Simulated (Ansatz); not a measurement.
A computed series for AlIr: pressure series

The reference is AlIr in the CsCl type structure (space group Pm-3m, No. 221; a cell from a computed database, its experimental status unchecked).

```xyz
2
Lattice="2.9891 0.0000 0.0000 0.0000 2.9891 0.0000 0.0000 0.0000 2.9891" Properties=species:S:1:pos:R:3 pbc="T T T"
Al     0.0000     0.0000     0.0000
Ir     1.4945     1.4945     1.4945
```

Cell and atoms are relaxed at each pressure.

Level of theory: DFT with PBEsol, PAW potentials and a 420 eV plane-wave cutoff in Ansatz (a program for electronic structure), no spin-orbit coupling.

Notes on the quantities. enthalpy: H = E + PV relative to the base's energy.

```csv
change,shortest interatomic distance,enthalpy
base,2.589 Å,–
pressure −2 GPa,2.596 Å,-0.17 eV/atom
pressure −1 GPa,…,-0.08 eV/atom
pressure 0.3 GPa,2.588 Å,+0.02 eV/atom
pressure 0.7 GPa,…,+0.06 eV/atom
pressure 1.5 GPa,2.583 Å,+0.12 eV/atom
pressure 3 GPa,…,+0.25 eV/atom
pressure 5 GPa,2.572 Å,+0.41 eV/atom
pressure 7.5 GPa,…,+0.62 eV/atom
pressure 10 GPa,2.557 Å,+0.82 eV/atom
```

Question: Some entries are withheld; estimate them.

Answer: 
- pressure −1 GPa, shortest interatomic distance: 2.592 Å
- pressure 0.7 GPa, shortest interatomic distance: 2.586 Å
- pressure 3 GPa, shortest interatomic distance: 2.578 Å
- pressure 7.5 GPa, shortest interatomic distance: 2.564 Å

Load acts through the strain it causes; cell and atoms are relaxed under it. Whether these cells are dynamically stable was not tested. Competing high-pressure phases were not computed. All final runs are without spin polarisation.
